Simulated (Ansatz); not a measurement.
For NH₄Br (P4/nmm, No. 129; structure not from a measured cell), PBEsol in Ansatz (PAW) gives:

| Property | Result |
|---|---|
| lattice constant a | 5.685 Å |
| lattice parameter c | 4.142 Å |

Problem. What does r²SCAN-D4 (Ansatz, a first-principles code, plane waves, PAW) give for the same quantities?

Solution. 
- lattice constant a: 5.693 Å (grows by 0.1 %)
- lattice parameter c: 4.053 Å (drops by 2.1 %)

Changes are worked out from the printed values.

Unless a cell is named, each level is at its own relaxed cell (PBEsol 11.15, r²SCAN-D4 10.95 Å³/atom).

Caveats: the relaxation could not lower the start's symmetry, so the cell can be a saddle point above a distorted one (PBEsol, r²SCAN-D4). Ansatz's density-functional and Hartree–Fock values are scalar-relativistic unless marked +SOC, with PAW data made under PBE.
